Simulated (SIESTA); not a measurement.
# Variants of one calculation on Cs₂RbPdF₆ (I4/mmm, 10 atoms in the cell)

```
Cs2RbPdF6
1.0
   -3.23396     3.23396     4.81008
    3.23396    -3.23396     4.81008
    3.23396     3.23396    -4.81008
Cs Rb Pd F
2 1 1 6
Cartesian
  0.00000   3.23397   2.40504
  3.23396   0.00000   2.40504
  0.00000   0.00000   4.81008
  0.00000   0.00000   0.00000
  1.38511   1.38511   0.00000
  1.84886   1.84886   4.81008
  1.84886  -1.84886   4.81008
 -1.84886   1.84886   4.81008
  0.00000   0.00000   2.18137
  0.00000   0.00000   7.43878
```
Moments meant for the start (each program seeds them in its own way; μB, in the order of the atoms Cs Cs Rb Pd F F F F F F): 0.0 0.0 0.0 1.0 0.0 0.0 0.0 0.0 0.0 0.0.

Base run A: GGA PBEsol, numerical atomic orbitals DZP, PseudoDojo PBEsol standard norm-conserving potentials (rewritten from UPF to PSML) run with SIESTA, self-consistent single point.

Its settings: XC.functional = GGA; XC.authors = PBEsol; potentials = PseudoDojo PBEsol standard; PAO.BasisSize = DZP; PAO.EnergyShift = 0.005 Ry; MeshCutoff = 400 Ry; kgrid.MonkhorstPack = 3 3 3; OccupationFunction = FD; ElectronicTemperature = 232.09 K; Spin = polarized; MaxSCFIterations = 150; SCF.Mixer.Method = Pulay; SCF.Mixer.Weight = 0.1; SCF.Mixer.History = 8; SCF.DM.Tolerance = 1.0E-04.

The starting cell comes from a database of computed structures (which also holds hypothetical and non-ambient phases and stackings), without a prior relaxation at this level. Its lattice was rescaled by a random factor within 2.5 % of one. With one magnetic atom in the cell only a parallel order is possible. Values carry the incompleteness of an atom-centred basis. The basis of the alkali or alkaline-earth atoms may lack their empty d shell, which can raise the gap. Another mesh or the band path of this cell gives a smaller gap, so this value is not converged in the mesh.

ΔF is the free energy per atom less that of run A. A dash stands where there is no value to compare (another energy zero or no entropy term, no result, no spin, no clean gap, or a mesh too coarse for one). Total energies depend on the potentials, the functional and any Hubbard or dispersion term, so they are compared only between runs that share all of them.

Run A gave: pressure (GPa) 0.55; largest force (eV/Å) 0.256; gap on the mesh (eV) 0.569; size of the net moment (μB/atom) 0.10; k-points 14; valence electrons 87.

Runs:
- B: lattice scaled by 0.97; MeshCutoff: 400 Ry → 240 Ry
- C: ElectronicTemperature: 232.09 K → 9283.61 K
- D: kgrid.MonkhorstPack: 3 3 3 → 4 4 4
- E: 1 x 1 x 2 supercell, mesh divided and rounded up; kgrid.MonkhorstPack: 3 3 3 → 3 3 2
- F: MeshCutoff: 400 Ry → 700 Ry
- G: SCF.DM.Tolerance: 1.0E-04 → default; SCF.DM.Converge: default → false; SCF.H.Converge: default → false; SCF.FreeE.Converge: default → true; SCF.FreeE.Tolerance: default → 1.0E-08 eV
- H: MaxSCFIterations: 150 → 300; SCF.Mixer.Method: Pulay → Broyden; SCF.Mix: default → density
- I: XC.functional: GGA → LDA; XC.authors: PBEsol → CA; pseudopotentials: PseudoDojo PBEsol standard → PseudoDojo LDA standard [LDA CA]
- J: MeshCutoff: 400 Ry → 600 Ry
- K: SCF.DM.Tolerance: 1.0E-04 → 1.0E-07

Q: What does run B change against A?

A: The free energy goes up by 34.8 meV/atom, the pressure goes from 0.55 to 6.70 GPa, the largest force goes from 0.256 to 1.315 eV/Å, the gap on the mesh goes from 0.569 to 0.698 eV and the size of the net moment stays at 0.10 μB/atom.

Runs C lost their moments and ended non-magnetic.

| run | ΔF (meV/atom) | pressure (GPa) | largest force (eV/Å) | gap on the mesh (eV) | size of the net moment (μB/atom) | k-points | valence electrons |
|---|---|---|---|---|---|---|---|
| A | 0.00 | 0.55 | 0.256 | 0.569 | 0.10 | 14 | 87 |
| B | 34.8 | 6.70 | 1.315 | 0.698 | 0.10 | 14 | 87 |
| C | -223.0 | 3.59 | 1.467 | – | 0.00 | 14 | 87 |
| D | -0.67 | 0.44 | 0.254 | 0.437 | 0.10 | 44 | 87 |
| E | -0.58 | 0.48 | 0.256 | 0.475 | 0.10 | 11 | 174 |
| F | 0.32 | 0.52 | 0.241 | 0.569 | 0.10 | 14 | 87 |
| G | 0.00 | 0.55 | 0.256 | 0.569 | 0.10 | 14 | 87 |
| H | 0.00 | 0.55 | 0.256 | 0.569 | 0.10 | 14 | 87 |
| I | – | -2.58 | 0.095 | 0.490 | 0.10 | 14 | 87 |
| J | 0.29 | 0.51 | 0.242 | 0.569 | 0.10 | 14 | 87 |
| K | 0.00 | 0.55 | 0.256 | 0.569 | 0.10 | 14 | 87 |
